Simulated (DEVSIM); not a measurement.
System: Si p+/n-/n+ power diode, at 300 K.

Layer 1 from the left is Si, thickness (μm) 0.720, Na (cm⁻³) 1.7e18, τn (s) 1.3e-7, τp (s) 1.3e-7. Layer 2 from the left is Si, thickness (μm) 5.60, Nd (cm⁻³) 1e16, τn (s) 1.3e-7, τp (s) 1.3e-7. Layer 3 from the left is Si, thickness (μm) 1.20, Nd (cm⁻³) 6.6e16, τn (s) 1.3e-7, τp (s) 1.3e-7.

Left contact: ohmic. Right contact: ohmic. Voltage is applied to the left contact. Recombination: SRH at mid-gap, radiative. Mobility is μmin + (μ − μmin)/(1 + (N/Nref)^α).

The device is made up for the run: typed textbook-type constants, with dimensions and the other settings drawn at random. Values at 300 K.

Si: gap (eV) 1.124, affinity (eV) 4.05, permittivity 11.7, Nc (cm⁻³) 2.86e19, Nv (cm⁻³) 3.1e19, μn (cm²/Vs) 1417, μp (cm²/Vs) 470, μn,min 52, μp,min 45, Nref,n 9.7e16, Nref,p 2.2e17, αn 0.68, αp 0.72, B (cm³/s) 4.7e-15.

Simulated with DEVSIM: 1D drift-diffusion, Boltzmann statistics, complete ionisation; no tunnelling, impact ionisation, image-force lowering or self-heating.

Q: What does the simulation give for the potential step across the device at zero bias, the dark forward voltage at 1 A/cm²?

A: potential step across the device at zero bias 0.892 V; dark forward voltage at 1 A/cm² 0.638 V.
